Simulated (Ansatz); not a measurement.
Base system: Zr in the hcp (Mg type) structure (space group P6_3/mmc, No. 194; a = 3.2443 Å, c = 5.1580 Å; relaxed with 0.1 eV smearing). Axes: x lies along a and z along c of the hexagonal cell.

Method: r2SCAN (Ansatz, a program for electronic structure; PAW; 500 eV plane waves; no spin-orbit coupling).

Base values:

| Item | Result |
|---|---|
| Pressure | 0.0 GPa |
| Shortest interatomic distance | 6.023 bohr |

Modification: strain tensor (xx, yy, zz, yz, xz, xy) = (+1.02, +2.16, +0.33, −0.24, −1.17, −0.29) %, atoms relaxed at fixed cell.

What happens to the energy relative to the base?

The energy increases by 11 meV/atom.

Predict the new largest internal atomic displacement.

The largest internal atomic displacement comes out as 0.015 Å.

What happens to the pressure?

The pressure (mean of the normal stresses, compression positive) goes from zero to -3.1 GPa.

What does the calculation give for the shortest interatomic distance after the change?

The shortest interatomic distance drops by 0.004 bohr (6.023 bohr → 6.019 bohr).

Stability against distortions was not tested. All final runs are without spin polarisation.
